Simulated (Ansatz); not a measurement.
TiSi2 (Fddd, No. 70), treated with r²SCAN (PAW; Ansatz, a first-principles code).

The input as run:

Ansatz 0.2 input:
```yaml
crystal:
  lattice:
    - [0.0, 4.13355, 4.27525]
    - [2.4, 0.0, 4.27525]
    - [2.4, 4.13355, 0.0]
  atoms:
    - { symbol: Ti, position: [0.0, 0.0, 0.0] }
    - { symbol: Ti, position: [0.25, 0.25, 0.25] }
    - { symbol: Si, position: [0.6635, 0.3365, 0.6635] }
    - { symbol: Si, position: [0.3365, 0.6635, 0.3365] }
    - { symbol: Si, position: [0.5865, 0.9135, 0.5865] }
    - { symbol: Si, position: [0.9135, 0.5865, 0.9135] }
basis:
  ecutwfc: 560
  ecutrho_ratio: 4
  xc_grid: 3
kpoints:
  mp_grid: { grid: [16, 16, 16] }
hamiltonian:
  xc: r2scan
  dispersion: none
  pseudopotentials: { kind: paw }
scf:
  occupations: { method: fermi_dirac, width: 0.05 }
  convergence: { dr2_threshold: 0.0000000006 }
output:
  forces: true
  stress: true
  eigenvalues: true
```

**Question.** How many irreducible k-points, plane waves at Γ does the program set up, and what pressure does the run end with?

**Answer.** 621 irreducible k-points, 2559 plane waves at Γ; P = -1.83 GPa, so the cell is stretched on average and its volume would shrink at this level.

Excerpt of the program's output:

```
Crystal: 6 atoms, lattice volume = 84.825 Å³
Basis set: ecut = 560 eV, 2559 PW (Γ), exchange–correlation on 144×120×120 points (27 copies of the dense FFT grid, shifted against one another)
Bands: 26, of which v1, the nominal top of the filled ones, is band 20 counted from 1 (19 counted from 0)
Symmetry: 8 space group operations
Space group: Fddd (ITA 70), of the structure as read, at distance tolerance 4.4e-5 Å
k-points: 621 of 4096
Functional: x = r2scan, c = r2scan; τ floored in thin density (d = 2e-4 eV/Å³)
SCF iter   1: F=—  HF=-7568.070742 eV  |F-HF|=—  |Δ(HF+E_count)|=         —  Δρ=9.37e-3  dr2=6.37e-2  dr2_τ=4.74e-2
SCF iter   2: F=—  HF=-7568.184230 eV  |F-HF|=—  |Δ(HF+E_count)|=   1.13e-1  Δρ=3.94e-3  dr2=1.27e-2  dr2_τ=9.87e-4
  ...
SCF iter   7: F=—  HF=-7568.184746 eV  |F-HF|=—  |Δ(HF+E_count)|=   1.47e-8  Δρ=1.17e-6  dr2=8.11e-10  dr2_τ=6.86e-11
SCF iter   8: F=-7568.184746 eV  HF=-7568.184746 eV  |F-HF|=0.00e0  |Δ(HF+E_count)|=  3.37e-10  Δρ=1.98e-7  dr2=3.46e-11  dr2_τ=1.04e-12
SCF 1 converged in 8 iterations: F = -7568.184746 eV  dr2 = 3.46e-11
SCF converged after 8 iterations
Free energy (F): -7568.184746 eV
Internal energy: -7568.167727 eV  (E = F + TS)
E sigma→0 (E₀):  -7568.176236 eV
Fermi energy:    12.519038 eV
--- Forces (eV/Å), atoms counted from 1 ---
  atom   1  Ti    -0.00000000    -0.00000000    -0.00000000
  atom   2  Ti     0.00000000     0.00000000     0.00000000
  atom   3  Si     0.00000000    -0.05563637     0.00000000
  atom   4  Si     0.00000000     0.05563637     0.00000000
  atom   5  Si     0.00000000     0.05563637    -0.00000000
  atom   6  Si     0.00000000    -0.05563637    -0.00000000
--- Stress (GPa, compression-positive) ---
       -1.788934      -0.000000      -0.000000
       -0.000000      -1.771655       0.000000
       -0.000000       0.000000      -1.924571
  P = ⅓ Tr σ = -1.8284 GPa (-18.284 kbar)
```

The PAW data were made under PBE.

Note: cell and atoms aren't relaxed at this level (largest force component 0.06 eV/Å, pressure -1.8 GPa).

Cost on a shared machine: around 2.2 core-minutes (rough).
